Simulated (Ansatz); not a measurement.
The parent structure is TiSi$_{2}$ (space group Fddd, No. 70; a = 4.8062 Å, b = 8.2649 Å, c = 8.5648 Å). Axes: x, y, z lie along a, b, c of the conventional cell.

(Cell as relaxed with PBE.)

Levels (all Ansatz, a quantum-chemistry and plane-wave program, PAW, earlier PAW set): PBE (420 eV, without spin-orbit coupling); r2SCAN (500 eV, no spin-orbit coupling).

Each level relaxes its own structure.

```
base                  PBE    r2SCAN
---------------  --------  --------
volume per atom  14.18 Å³  13.97 Å³
band gap             zero      zero
```

It is then changed as follows: uniaxial strain ε_zz = +0.80 %, all other strain components held at zero; the atoms relax in the strained cell.

| quantity | PBE | r2SCAN |
|---|---|---|
| shortest interatomic distance | 2.548 Å | ? |
| energy relative to the base (free energy F) | +1.1 meV/atom | ? |
| pressure (mean of the normal stresses, compression positive) | -1.3 GPa | ? |

Given the PBE results, estimate those of r2SCAN.


- shortest interatomic distance, r2SCAN: 2.532 Å
- energy relative to the base (free energy F), r2SCAN: +1.1 meV/atom
- pressure (mean of the normal stresses, compression positive), r2SCAN: -1.4 GPa

PBE's shortest interatomic distance lies 0.0151 Å above r2SCAN's (0.6 %); the two agree on the energy relative to the base. Neither level is exact; r2SCAN is the comparison here, not a measurement.

Without a gap, meshes like the base's 13×13×13 leave anisotropic stresses uncertain by several tenths of a GPa, and small strain energies with them. Whether these cells are dynamically stable was not tested. All final runs are without spin polarisation.
